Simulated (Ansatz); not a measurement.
# Si well of 8 atomic layers along [001] in random Si0.5Ge0.5, 5 % Ge through the well

Prepared with Tersoff's 1989 multicomponent potential (SiCGe.tersoff) (LAMMPS): minimisation. Geometry as solved with PBE, support functions at accuracy medium on the grid of 370 eV (Ansatz, a program for electronic structure).

```xyz
576
Lattice="16.85 0.00 0.00 0.00 16.85 0.00 0.00 0.00 44.44" Properties=species:S:1:pos:R:3 pbc="T T T"
Si     0.03    -0.02     0.01
Ge     1.40     1.43     1.42
Si     2.81     2.81    -0.03
Si     4.19     4.17     1.37
Si     2.84     0.03     2.81
Si     4.20     1.38     4.21
Si    -0.03     2.85     2.82
Si     1.35     4.22     4.20
Ge     0.01     0.05     5.59
Ge     1.40     1.46     7.07
Ge     2.80     2.83     5.57
Ge     4.21     4.22     7.07
Ge     2.86     0.05     8.47
Si     4.28     1.44     9.87
Si     0.01     2.85     8.49
Si     1.40     4.25     9.83
Ge     0.00     0.06    11.27
Si     1.40     1.47    12.66
Ge     2.83     2.84    11.24
Si     4.21     4.27    12.64
Ge     2.80     0.06    14.05
Si     4.21     1.43    15.47
Si     0.04     2.83    14.05
Si     1.44     4.19    15.41
Si     0.00     0.01    16.85
Si     1.42     1.41    18.17
Si     2.81     2.82    16.81
Si     4.21     4.21    18.18
Si     2.80     0.01    19.54
Si     4.21     1.41    20.88
Si     0.01     2.80    19.51
Si     1.41     4.21    20.86
Si    -0.01     0.00    22.22
Si     1.40     1.41    23.57
Si     2.81     2.81    22.22
Si     4.22     4.21    23.57
Si     2.81     0.00    24.91
Si     4.21     1.39    26.27
Si     0.00     2.82    24.91
Si     1.43     4.19    26.25
Ge     0.01     0.01    27.65
Si     1.46     1.40    29.03
Si     2.80     2.77    27.61
Ge     4.19     4.20    29.00
Si     2.82     0.05    30.44
Si     4.20     1.36    31.85
Ge     0.02     2.78    30.42
Ge     1.39     4.26    31.85
Si     0.02    -0.02    33.33
Si     1.40     1.37    34.68
Ge     2.79     2.76    33.25
Ge     4.25     4.19    34.66
Si     2.84     0.02    36.01
Si     4.25     1.36    37.41
Si     0.00     2.74    36.03
Ge     1.34     4.19    37.43
Si    -0.02     0.01    38.77
Ge     1.38     1.37    40.25
Ge     2.83     2.76    38.80
Ge     4.20     4.24    40.24
Si     2.82    -0.01    41.67
Si     4.17     1.38    43.06
Si     0.03     2.85    41.65
Si     1.42     4.19    43.04
Si     0.01     5.55    -0.02
Ge     1.38     7.01     1.34
Si     2.78     8.42    -0.04
Ge     4.22     9.81     1.36
Ge     2.79     5.57     2.78
Ge     4.19     7.05     4.21
Ge    -0.02     8.42     2.84
Si     1.43     9.79     4.24
Si     0.04     5.63     5.61
Si     1.42     7.02     7.01
Si     2.79     8.43     5.65
Si     4.21     9.78     7.00
Si     2.77     5.64     8.44
Si     4.19     7.00     9.81
Si     0.06     8.39     8.42
Si     1.43     9.76     9.83
Si     0.04     5.61    11.23
Ge     1.41     7.02    12.65
Si     2.82     8.39    11.19
Ge     4.19     9.81    12.61
Si     2.80     5.58    14.04
Ge     4.19     7.00    15.45
Si    -0.02     8.42    14.08
Si     1.35     9.79    15.48
Ge     0.01     5.61    16.79
Si     1.42     7.04    18.20
Si     2.78     8.44    16.84
Si     4.20     9.82    18.19
Si     2.81     5.62    19.52
Si     4.22     7.01    20.87
Si     0.00     8.43    19.53
Si     1.40     9.82    20.88
Si     0.01     5.62    22.20
Si     1.44     6.99    23.54
Si     2.82     8.42    22.21
Si     4.22     9.83    23.55
Si     2.83     5.61    24.92
Si     4.19     7.05    26.26
Ge     0.01     8.43    24.90
Si     1.47     9.83    26.28
Ge     0.03     5.65    27.64
Si     1.41     7.10    29.04
Si     2.83     8.44    27.66
Si     4.25     9.81    29.01
Ge     2.80     5.68    30.41
Ge     4.25     7.07    31.86
Si     0.03     8.42    30.47
Si     1.41     9.81    31.85
Si     0.00     5.68    33.25
Si     1.43     7.04    34.59
Si     2.79     8.46    33.24
Si     4.17     9.84    34.61
Ge     2.79     5.66    36.04
Si     4.17     7.06    37.48
Ge     0.06     8.42    36.05
Si     1.43     9.84    37.47
Si    -0.02     5.59    38.89
Ge     1.41     7.01    40.24
Si     2.81     8.46    38.85
Si     4.16     9.83    40.25
Si     2.77     5.59    41.66
Ge     4.18     6.98    43.05
Si     0.04     8.43    41.65
Si     1.43     9.80    43.02
Ge     0.04    11.18     0.01
Si     1.41    12.61     1.41
Ge     2.79    14.01    -0.03
Ge     4.22    15.47     1.40
Ge     2.80    11.22     2.83
Si     4.22    12.58     4.25
Ge    -0.02    14.02     2.76
Ge     1.44    15.45     4.18
Ge     0.03    11.25     5.58
Si     1.43    12.61     7.01
Ge     2.83    14.00     5.63
Ge     4.26    15.45     7.04
Ge     2.82    11.20     8.42
Si     4.23    12.63     9.82
Ge     0.03    14.02     8.39
Ge     1.42    15.45     9.86
Ge     0.04    11.16    11.27
Si     1.38    12.62    12.68
Ge     2.81    13.99    11.26
Ge     4.24    15.49    12.61
Ge     2.74    11.19    14.07
Ge     4.19    12.62    15.49
Si    -0.01    13.98    14.05
Ge     1.38    15.41    15.45
Si    -0.02    11.23    16.81
Si     1.39    12.63    18.19
Si     2.80    14.04    16.87
Si     4.20    15.46    18.20
Si     2.80    11.23    19.53
Si     4.20    12.64    20.87
Si     0.00    14.04    19.53
Si     1.40    15.44    20.88
Si     0.00    11.24    22.22
Si     1.41    12.63    23.57
Si     2.81    14.04    22.22
Si     4.22    15.43    23.57
Si     2.83    11.23    24.90
Si     4.25    12.60    26.25
Si     0.00    14.04    24.90
Si     1.40    15.44    26.23
Ge     0.03    11.24    27.63
Si     1.43    12.63    29.04
Ge     2.82    14.02    27.62
Ge     4.23    15.47    29.07
Ge     2.83    11.21    30.43
Si     4.22    12.64    31.82
Ge     0.01    14.05    30.39
Ge     1.41    15.50    31.84
Si     0.06    11.23    33.22
Si     1.36    12.64    34.63
Ge     2.82    14.03    33.25
Si     4.20    15.48    34.63
Ge     2.80    11.26    36.04
Si     4.23    12.66    37.42
Si    -0.02    14.03    36.01
Ge     1.40    15.46    37.38
Si     0.02    11.24    38.79
Ge     1.43    12.59    40.25
Ge     2.85    14.06    38.83
Si     4.21    15.50    40.23
Si     2.82    11.18    41.67
Si     4.21    12.59    43.02
Ge     0.02    14.08    41.64
Si     1.42    15.48    43.04
Si     5.60     0.06    -0.01
Si     7.00     1.40     1.37
Ge     8.45     2.79     0.02
Si     9.87     4.21     1.39
Ge     8.41     0.00     2.75
Ge     9.82     1.45     4.19
Ge     5.61     2.79     2.80
Si     7.03     4.18     4.22
Si     5.58     0.04     5.61
Ge     7.00     1.42     7.02
Si     8.39     2.81     5.60
Ge     9.80     4.18     7.01
Si     8.40    -0.03     8.40
Ge     9.78     1.44     9.79
Si     5.62     2.82     8.48
Si     6.96     4.21     9.87
Si     5.67     0.04    11.20
Si     7.01     1.43    12.60
Si     8.36     2.82    11.22
Ge     9.80     4.18    12.63
Ge     8.42     0.08    14.05
Si     9.84     1.42    15.50
Ge     5.61     2.83    14.03
Si     7.02     4.19    15.49
Si     5.57     0.04    16.85
Si     7.01     1.41    18.19
Si     8.42     2.80    16.84
Si     9.83     4.22    18.17
Si     8.41     0.00    19.53
Si     9.81     1.41    20.87
Si     5.61     2.81    19.54
Si     7.02     4.21    20.88
Si     5.62    -0.01    22.22
Si     7.02     1.40    23.57
Si     8.42     2.80    22.22
Si     9.82     4.21    23.57
Si     8.42     0.00    24.92
Si     9.81     1.40    26.28
Si     5.61     2.79    24.92
Si     7.04     4.19    26.24
Si     5.63    -0.01    27.61
Ge     7.04     1.39    28.99
Si     8.43     2.83    27.62
Si     9.76     4.20    29.03
Ge     8.47    -0.03    30.44
Si     9.83     1.39    31.90
Ge     5.60     2.77    30.46
Ge     7.05     4.23    31.83
Si     5.57    -0.02    33.23
Ge     7.00     1.38    34.62
Si     8.43     2.78    33.22
Ge     9.81     4.17    34.66
Si     8.40    -0.06    36.03
Ge     9.83     1.35    37.40
Si     5.62     2.76    36.06
Ge     6.98     4.22    37.44
Si     5.62     0.00    38.83
Si     7.00     1.36    40.23
Ge     8.42     2.79    38.88
Si     9.83     4.18    40.28
Si     8.41     0.05    41.61
Si     9.80     1.42    42.98
Ge     5.60     2.75    41.65
Ge     6.99     4.22    43.08
Si     5.55     5.59     0.03
Ge     6.97     7.00     1.41
Ge     8.43     8.45    -0.01
Si     9.82     9.84     1.45
Ge     8.43     5.56     2.80
Ge     9.80     7.07     4.22
Si     5.60     8.43     2.80
Ge     7.00     9.83     4.23
Ge     5.66     5.63     5.62
Si     7.00     7.05     7.04
Si     8.36     8.40     5.65
Ge     9.82     9.78     7.01
Ge     8.36     5.60     8.45
Ge     9.84     7.02     9.83
Si     5.56     8.38     8.40
Ge     6.95     9.81     9.82
Si     5.56     5.61    11.21
Ge     6.95     7.00    12.65
Ge     8.42     8.44    11.27
Si     9.85     9.84    12.63
Ge     8.41     5.61    14.10
Si     9.84     7.02    15.47
Si     5.57     8.41    14.04
Ge     7.00     9.77    15.46
Si     5.63     5.58    16.84
Si     7.02     7.00    18.18
Si     8.44     8.38    16.84
Si     9.81     9.79    18.20
Si     8.43     5.61    19.53
Si     9.83     7.01    20.89
Si     5.62     8.41    19.52
Si     7.02     9.82    20.87
Si     5.62     5.61    22.22
Si     7.00     7.02    23.57
Si     8.42     8.42    22.23
Si     9.83     9.84    23.57
Si     8.40     5.60    24.88
Ge     9.80     7.05    26.27
Si     5.61     8.43    24.92
Si     7.01     9.83    26.29
Ge     5.66     5.65    27.62
Si     7.04     7.06    29.06
Si     8.40     8.47    27.68
Si     9.83     9.85    29.00
Si     8.42     5.64    30.39
Si     9.78     7.00    31.77
Si     5.64     8.46    30.40
Si     6.99     9.82    31.79
Si     5.62     5.60    33.24
Ge     7.01     6.98    34.64
Ge     8.39     8.41    33.16
Ge     9.83     9.86    34.58
Si     8.43     5.60    36.06
Si     9.78     7.00    37.42
Ge     5.56     8.43    36.03
Ge     7.03     9.83    37.44
Si     5.57     5.66    38.82
Ge     7.03     7.04    40.18
Si     8.45     8.41    38.78
Ge     9.85     9.81    40.21
Ge     8.45     5.63    41.65
Si     9.86     7.03    43.06
Ge     5.60     8.45    41.63
Si     6.99     9.85    43.05
Si     5.60    11.22    -0.05
Ge     7.03    12.58     1.39
Ge     8.45    14.05    -0.02
Si     9.84    15.45     1.39
Si     8.44    11.21     2.82
Si     9.79    12.63     4.17
Ge     5.60    13.99     2.84
Ge     7.00    15.48     4.24
Si     5.57    11.20     5.64
Ge     6.96    12.63     7.05
Ge     8.45    14.04     5.63
Si     9.83    15.43     7.08
Ge     8.44    11.24     8.46
Si     9.87    12.65     9.84
Si     5.61    14.05     8.49
Si     7.01    15.48     9.80
Si     5.56    11.23    11.20
Ge     6.98    12.60    12.59
Ge     8.41    14.05    11.18
Ge     9.82    15.45    12.65
Ge     8.43    11.20    14.02
Ge     9.81    12.66    15.48
Ge     5.62    14.04    14.05
Ge     7.02    15.48    15.50
Si     5.62    11.22    16.87
Si     7.01    12.63    18.20
Si     8.41    14.05    16.89
Si     9.84    15.45    18.20
Si     8.43    11.22    19.53
Si     9.83    12.63    20.87
Si     5.61    14.04    19.53
Si     7.02    15.44    20.88
Si     5.62    11.23    22.21
Si     7.02    12.62    23.56
Si     8.42    14.03    22.21
Si     9.81    15.44    23.56
Si     8.42    11.23    24.93
Si     9.82    12.64    26.28
Si     5.63    14.03    24.91
Si     7.03    15.44    26.26
Si     5.60    11.21    27.63
Ge     6.99    12.66    29.01
Si     8.43    14.06    27.63
Si     9.85    15.40    29.01
Ge     8.44    11.23    30.45
Si     9.85    12.65    31.85
Si     5.59    14.02    30.46
Ge     7.01    15.40    31.87
Ge     5.62    11.23    33.22
Si     7.04    12.67    34.60
Si     8.47    14.01    33.26
Si     9.80    15.43    34.66
Ge     8.44    11.30    36.02
Si     9.87    12.67    37.44
Ge     5.62    14.07    36.01
Si     7.00    15.47    37.44
Ge     5.58    11.25    38.87
Si     7.00    12.65    40.24
Ge     8.40    14.04    38.81
Ge     9.83    15.48    40.23
Ge     8.40    11.24    41.65
Si     9.83    12.63    43.03
Ge     5.58    14.05    41.62
Ge     7.01    15.51    43.03
Ge    11.19     0.02    -0.04
Ge    12.63     1.46     1.39
Si    14.07     2.85     0.03
Si    15.46     4.22     1.39
Ge    14.06     0.00     2.80
Si    15.46     1.44     4.18
Si    11.23     2.86     2.78
Ge    12.66     4.22     4.17
Ge    11.24     0.00     5.65
Si    12.62     1.43     7.05
Ge    14.05     2.78     5.63
Ge    15.48     4.24     7.05
Ge    14.03     0.03     8.45
Si    15.47     1.44     9.82
Si    11.25     2.82     8.41
Si    12.65     4.19     9.78
Ge    11.23     0.00    11.21
Ge    12.67     1.38    12.67
Ge    14.06     2.82    11.21
Ge    15.48     4.26    12.67
Si    14.04    -0.01    14.11
Ge    15.45     1.43    15.45
Ge    11.25     2.81    14.11
Si    12.66     4.26    15.47
Si    11.23     0.00    16.83
Si    12.63     1.41    18.17
Si    14.01     2.84    16.84
Si    15.43     4.20    18.19
Si    14.03     0.00    19.52
Si    15.45     1.40    20.86
Si    11.23     2.81    19.53
Si    12.64     4.23    20.86
Si    11.20    -0.03    22.19
Ge    12.63     1.40    23.55
Si    14.07     2.84    22.19
Si    15.45     4.23    23.55
Si    14.06    -0.02    24.94
Si    15.44     1.43    26.26
Si    11.20     2.81    24.94
Si    12.64     4.19    26.24
Si    11.19    -0.04    27.61
Ge    12.61     1.39    28.97
Si    14.02     2.81    27.59
Ge    15.41     4.20    29.03
Ge    14.04    -0.04    30.41
Ge    15.47     1.34    31.88
Ge    11.17     2.79    30.43
Ge    12.64     4.23    31.80
Si    11.18    -0.01    33.29
Si    12.62     1.34    34.66
Ge    14.01     2.77    33.26
Ge    15.50     4.19    34.63
Si    14.04    -0.01    36.05
Si    15.45     1.38    37.40
Si    11.25     2.74    36.01
Ge    12.61     4.17    37.41
Si    11.27    -0.04    38.79
Ge    12.59     1.40    40.23
Ge    14.10     2.80    38.84
Si    15.48     4.22    40.28
Ge    14.05     0.01    41.64
Ge    15.49     1.44    43.08
Si    11.20     2.81    41.64
Ge    12.64     4.21    43.04
Si    11.21     5.61     0.00
Ge    12.61     6.99     1.44
Ge    14.07     8.43     0.02
Si    15.44     9.84     1.43
Si    14.10     5.61     2.79
Si    15.47     6.95     4.21
Si    11.20     8.44     2.79
Ge    12.66     9.83     4.14
Ge    11.23     5.63     5.61
Ge    12.65     7.01     7.08
Ge    14.07     8.37     5.58
Ge    15.49     9.79     7.03
Si    14.04     5.59     8.46
Ge    15.48     7.00     9.83
Si    11.23     8.41     8.44
Ge    12.58     9.81     9.88
Ge    11.29     5.59    11.23
Si    12.67     6.97    12.68
Ge    14.06     8.41    11.32
Si    15.46     9.81    12.72
Si    14.04     5.64    14.09
Si    15.43     7.04    15.42
Ge    11.25     8.42    14.04
Si    12.70     9.81    15.43
Si    11.24     5.63    16.82
Si    12.64     7.03    18.17
Si    14.05     8.42    16.81
Si    15.44     9.83    18.17
Si    14.04     5.63    19.52
Si    15.44     7.03    20.87
Si    11.23     8.41    19.54
Si    12.63     9.83    20.87
Si    11.23     5.61    22.23
Si    12.63     7.03    23.56
Si    14.04     8.43    22.21
Si    15.42     9.86    23.54
Si    14.03     5.61    24.90
Si    15.40     7.02    26.26
Si    11.25     8.46    24.91
Si    12.64     9.85    26.29
Ge    11.23     5.57    27.67
Ge    12.68     7.03    29.06
Si    14.04     8.42    27.61
Ge    15.45     9.78    29.04
Si    14.10     5.65    30.46
Si    15.47     7.04    31.84
Ge    11.21     8.46    30.45
Si    12.62     9.84    31.87
Ge    11.18     5.64    33.20
Ge    12.66     7.06    34.58
Si    14.06     8.45    33.16
Ge    15.47     9.83    34.58
Ge    14.05     5.61    36.02
Ge    15.45     7.01    37.49
Ge    11.21     8.41    36.05
Ge    12.64     9.83    37.50
Ge    11.17     5.60    38.84
Ge    12.65     7.01    40.26
Si    14.05     8.43    38.88
Ge    15.49     9.82    40.22
Si    14.06     5.58    41.62
Ge    15.48     6.98    43.02
Si    11.22     8.39    41.66
Ge    12.61     9.82    43.03
Ge    11.22    11.27     0.05
Si    12.68    12.65     1.43
Si    14.05    14.04     0.07
Si    15.46    15.45     1.36
Si    14.07    11.25     2.76
Si    15.43    12.61     4.16
Ge    11.23    14.05     2.80
Si    12.63    15.46     4.20
Ge    11.19    11.23     5.57
Ge    12.59    12.66     7.03
Ge    14.03    14.02     5.55
Ge    15.43    15.45     6.99
Ge    14.02    11.20     8.43
Ge    15.46    12.61     9.84
Si    11.21    14.07     8.46
Si    12.61    15.43     9.81
Si    11.18    11.24    11.25
Ge    12.64    12.57    12.67
Ge    14.01    14.05    11.23
Ge    15.43    15.44    12.71
Si    14.08    11.20    14.08
Si    15.44    12.62    15.44
Ge    11.27    14.07    14.09
Si    12.67    15.48    15.49
Ge    11.27    11.19    16.84
Si    12.68    12.66    18.19
Si    14.06    14.05    16.81
Si    15.44    15.45    18.18
Si    14.05    11.23    19.54
Si    15.44    12.64    20.88
Si    11.24    14.04    19.52
Si    12.63    15.44    20.87
Si    11.23    11.24    22.22
Si    12.62    12.64    23.57
Si    14.03    14.04    22.22
Si    15.44    15.44    23.57
Si    14.03    11.24    24.91
Si    15.44    12.64    26.24
Si    11.21    14.04    24.91
Si    12.60    15.45    26.25
Si    11.22    11.24    27.64
Si    12.57    12.62    29.04
Ge    14.00    14.02    27.64
Si    15.43    15.42    29.01
Ge    13.98    11.22    30.43
Ge    15.47    12.62    31.85
Si    11.18    14.00    30.41
Ge    12.55    15.43    31.83
Si    11.25    11.26    33.20
Ge    12.59    12.66    34.66
Ge    14.05    14.08    33.27
Si    15.45    15.47    34.69
Ge    14.07    11.25    36.06
Si    15.49    12.66    37.44
Si    11.20    14.09    36.07
Si    12.65    15.43    37.41
Si    11.23    11.28    38.83
Si    12.64    12.65    40.15
Si    14.02    14.01    38.77
Ge    15.43    15.44    40.15
Ge    14.02    11.27    41.59
Ge    15.43    12.66    43.08
Ge    11.25    14.00    41.62
Ge    12.66    15.40    43.07
```
